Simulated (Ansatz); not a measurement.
# KTaO3: pressure 1.8 GPa

Base system: KTaO3 in the cubic perovskite structure (space group Pm-3m, No. 221; a = 4.024 Å).

Now apply this change: cell and atoms relaxed at a pressure of 1.8 GPa.

All numbers come from DFT with PBE, PAW potentials and a 420 eV plane-wave cutoff in Ansatz (a first-principles code), scalar-relativistic without spin-orbit coupling. Γ-centred 8×8×8 mesh, Fermi–Dirac width 0.05 eV.

The density goes up by 0.06 g/cm³ to 6.89 g/cm³ and the lattice parameter a decreases by 0.0125 Å (4.024 Å → 4.012 Å). The shortest interatomic distance decreases by 0.006 Å (2.012 Å → 2.006 Å) and the band gap rises by 0.02 eV (2.16 eV → 2.18 eV). The gap character remains indirect, R → Γ and the smallest direct gap grows by 0.02 eV (2.78 eV → 2.80 eV). The width of the top valence band hardly moves (1.07 eV against 1.06 eV).

Final structure:

```xyz
5
Lattice="4.0119 0.0000 0.0000 0.0000 4.0119 0.0000 0.0000 0.0000 4.0119" Properties=species:S:1:pos:R:3 pbc="T T T"
K      0.0000     0.0000     0.0000
Ta     2.0059     2.0059     2.0059
O      0.0000     2.0059     2.0059
O      2.0059     2.0059     0.0000
O      2.0059     0.0000     2.0059
```

Spin-orbit coupling, missing from the scalar runs, can matter with Ta. Load acts through the strain it causes; cell and atoms are relaxed under it. No phonon test of stability was made.
